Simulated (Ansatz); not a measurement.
Reference: Ti (P6_3/mmc), r2SCAN, rigid bands (plane waves, PAW, scalar-relativistic; Ansatz, a first-principles code); geometry: cell and atoms relaxed with PBEsol.

```xyz
2
Lattice="2.9000 0.0000 0.0000 -1.4500 2.5115 0.0000 0.0000 0.0000 4.5929" Properties=species:S:1:pos:R:3 pbc="T T T"
Ti     0.0000     1.6743     1.1482
Ti     1.4500     0.8372     3.4447
```

| Property | Result |
|---|---|
| density of states at the Fermi level per atom | 0.77 states/eV |
| Drude plasma energy | 4.0 eV |
| root-mean-square Fermi velocity | 3.7 ×10⁵ m/s |

### Question
Swap Ti for Hf, keeping the structure type. How do these values move?

### Answer
Hf (P6_3/mmc): volume per atom 16.7 to 21.6 Å³; density of states at the Fermi level per atom falls (0.77 states/eV to 0.59 states/eV); Drude plasma energy stays about the same (4.0 eV to 4.4 eV); root-mean-square Fermi velocity rises (3.7 ×10⁵ m/s to 5.2 ×10⁵ m/s).

### Question
Swap Ti for Zr, keeping the structure type. How do these values move?

### Answer
Zr (P6_3/mmc): volume per atom 16.7 to 22.5 Å³; density of states at the Fermi level per atom stays about the same (0.77 states/eV to 0.75 states/eV); Drude plasma energy stays about the same (4.0 eV to 4.2 eV); root-mean-square Fermi velocity rises (3.7 ×10⁵ m/s to 4.5 ×10⁵ m/s).

### Question
Replace Ti by Os on the same sites and relax. What happens?

### Answer
Os (P6_3/mmc): volume per atom 16.7 to 13.9 Å³; density of states at the Fermi level per atom falls (0.77 states/eV to 0.57 states/eV); Drude plasma energy rises (4.0 eV to 8.7 eV); root-mean-square Fermi velocity rises (3.7 ×10⁵ m/s to 8.4 ×10⁵ m/s).

Moves up to 12 % count as about the same. Metals at this level; values at 300 K, both spins, means over directions. As a rough test of the mesh, the Fermi surface's area from every second k point differs by up to 8 %. Spin-orbit coupling is left out.

The missing spin-orbit coupling matters most for Hf (P6_3/mmc), Os (P6_3/mmc).
